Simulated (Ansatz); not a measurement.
A (10,10) carbon nanotube has 40 atoms in a period of 2.467 Å, a mean diameter of 13.63 Å, and lies 42 meV/atom over the flat sheet relaxed at the same level.

Method: PBE (plane waves to 420 eV, PAW; Ansatz, a program for electronic structure). Mesh 1×1×30. No spin polarisation. It repeats along c; a and b span vacuum. An idealised model, rolled from the flat sheet. Symmetry and one short period hold its shape; lower forms weren't sought.

### Question
Which bending rigidity of the sheet does this imply in the thin-plate picture?

### Answer
A plate bent to radius R stores D/(2R²) an area. The area an atom is π × 13.63 × 2.467/40 = 2.64 Å², so the stored energy is 0.042/2.64 = 0.0159 eV/Å². With R = 6.815 Å, D = 2R² × 0.0159 = 1.5 eV.
